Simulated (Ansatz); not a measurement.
Start from CdSe in the zinc blende structure (space group F-43m, No. 216; a = 6.133 Å).

Computed with Ansatz (an electronic-structure program) r2SCAN, scalar-relativistic without spin-orbit coupling.

Base values:

```
Item                                                 Value
-----------------------------  ---------------------------
Band gap                                           1.04 eV
Width of the top valence band                      2.12 eV
Hole mass                      0.098, 0.70, 0.70 mₑ (at Γ)
Volume per atom                                   28.84 Å³
```

One thing is altered: a hydrostatic pressure of 3 GPa.

Task: Estimate the effect on the band gap, width of the top valence band, hole mass and volume per atom.

Result: The band gap grows by 0.11 eV to 1.15 eV; the width of the top valence band grows by 0.224 eV, from 2.12 eV to 2.35 eV; the hole mass (degenerate bands, along [100]) changes from 0.098, 0.70, 0.70 mₑ (at Γ) to 0.10, 0.65, 0.65 mₑ (at Γ); the volume per atom decreases by 1.45 Å³, from 28.84 Å³ to 27.39 Å³.

Load acts through the strain it causes; cell and atoms are relaxed under it. Effective masses come from finite differences of ±0.01 Å⁻¹. No phonon test of stability was made. Tetrahedral semiconductors of this kind turn to denser phases somewhere between about 1 and 50 GPa; those were not computed, so compressed cells here can lie past the real transition.
